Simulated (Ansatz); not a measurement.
Total g(r) from a molecular-dynamics run [in the run: mean pressure -0.5 GPa against a target of 0; one k-point, which a denser mesh shifts by 0.1 GPa in pressure and 0.08 eV/Å in forces]. These are PBE (plane waves, PAW; Ansatz, an electronic-structure program) values and carry that method's errors.

```
r (Å) | g(r)
     1.02 |  0.00
     1.14 |  0.00
     1.26 |  0.00
     1.38 |  0.00
     1.50 |  0.00
     1.62 |  0.00
     1.74 |  0.00
     1.86 |  0.00
     1.98 |  0.00
     2.10 | ## 0.10
     2.22 | ######### 0.61
     2.34 | ####################### 1.50
     2.46 | ############################ 1.82
     2.58 | ############################## 1.96
     2.70 | ######################### 1.65
     2.82 | #################### 1.30
     2.94 | ################## 1.18
     3.06 | ################ 1.02
     3.18 | ############## 0.91
     3.30 | ############### 0.96
     3.42 | ############## 0.90
     3.54 | ############## 0.90
     3.66 | ############### 0.95
     3.78 | ############### 0.95
     3.90 | ############### 0.97
     4.02 | ############### 1.00
     4.14 | ################ 1.03
     4.26 | ################ 1.03
     4.38 | ############## 0.94
     4.50 | ############### 0.98
     4.62 | ############### 0.96
     4.74 | ############### 0.97
     4.86 | ############### 0.96
     4.98 | ############### 0.97
     5.10 | ############### 0.99
     5.22 | ############### 0.99
     5.34 | ############### 0.99
     5.46 | ################ 1.02
```

Task: Which system gave this curve?
A) Si (diamond structure), crystal, 1338 K
B) GaSb (zinc blende), crystal, 315 K, 3.9 GPa
C) Si3Ge, liquid, 1907 K
D) InAs (zinc blende), crystal, 735 K

Result: C, Si3Ge, liquid, 1907 K
